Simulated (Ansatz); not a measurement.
**SrTe: isotropic strain +2.00 %**

Take SrTe in the rock salt structure (space group Fm-3m, No. 225; a = 6.6067 Å) as the base.

The change: every lattice vector is stretched by 2.00 %; the atoms relax in the strained cell.

Level of theory: Ansatz (a first-principles code), PBEsol, PAW, cutoff 420 eV, without spin-orbit coupling. k-mesh 9×9×9 (Γ-centred); smearing 0.05 eV (Fermi–Dirac).

* **Volume per atom**: 38.25 Å³ (base 36.05 Å³)
* **Space group**: Fm-3m (No. 225) (base Fm-3m (No. 225))
* **Shortest interatomic distance**: 3.369 Å (base 3.303 Å)
* **Energy relative to the base (free energy F)**: +14 meV/atom
* **Pressure**: -18.7 kbar (base 0.0 kbar)
* **Band gap**: 1.72 eV (base 1.57 eV)
* **Gap character**: indirect, Γ → X (base indirect, Γ → X)
* **Smallest direct gap**: 2.44 eV (base 2.33 eV)
* **Mean gap deformation potential ΔEg/Δln V**: +2.6 eV
* **Width of the top valence band**: 1.46 eV (base 1.58 eV)
* **Electron mass**: 1.3 mₑ along k, 0.26 mₑ across (at X) (base 1.3 mₑ along k, 0.24 mₑ across (at X))
* **Valley order (the lowest conduction-band minima on the path, energy above the VBM, named in the base's zone)**: X along ⟨100⟩ 1.72 eV; Γ 2.56 eV (base X along ⟨100⟩ 1.57 eV; Γ 2.82 eV)

Final structure:

```yaml
crystal:
  lattice:
    - [0.00000, 3.36940, 3.36940]
    - [3.36940, 0.00000, 3.36940]
    - [3.36940, 3.36940, 0.00000]
  atoms:
    - { symbol: Sr, position: [0.00000, 0.00000, 0.00000] }
    - { symbol: Te, position: [0.50000, 0.50000, 0.50000] }
```

With Te present, leaving out spin-orbit coupling can change the band edges. Effective masses come from finite differences of ±0.01 Å⁻¹. Along k means along the line from Γ to the band edge. Whether these cells are dynamically stable was not tested.
